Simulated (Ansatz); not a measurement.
CdSiN₂ (model structure, started from the MgZrN2 type, I4₁/amd, No. 141, 8 atoms in the cell) was calculated with r²SCAN (plane waves, PAW; Ansatz, a quantum-chemistry and plane-wave program).

Run with plane-wave cutoff 560 eV, 18×18×18 k mesh, Fermi–Dirac smearing 0.05 eV, scalar-relativistic PAW data made under PBE.

Cell (relaxed at this level):

CdN$_{2}$Si has the tetragonal space group I4₁/amd, origin choice 1 (No. 141), Pearson symbol tI16. Lattice parameters: a = b = 4.422 Å, c = 8.669 Å, α = β = γ = 90.00°. Cd on 4b sees 4 N at 2.246 Å and 2 N at 2.562 Å. Si on 4a is surrounded by 2 N at 1.773 Å and 4 N at 2.246 Å. N on 8e is coordinated by 1 Si at 1.773 Å and 2 Si at 2.246 Å and 2 Cd at 2.246 Å and 1 Cd at 2.562 Å. (Neighbours: up to the widest gap in distance over summed covalent radii, below 1.35, at either atom; cation-cation and far metal-metal contacts left out.)
(The calculation used a cell of 8 atoms; values per cell refer to that cell.)

**Question.** Estimate the band gap and smallest direct gap on the k points sampled that the calculation returns.

**Answer.** 
- band gap = 1.30 eV
- smallest direct gap on the k points sampled = 1.75 eV

Note: the relaxation could raise the start's symmetry but not lower it, so the cell can be a saddle point.

Spin–orbit coupling is not included.

Computed values are for the static lattice.

It cost very roughly 3 core-minutes of CPU time.

A model structure was made by putting elements into a prototype or built by hand; it is no filed structure, need not be a known phase, and can be a saddle point held by its symmetry.
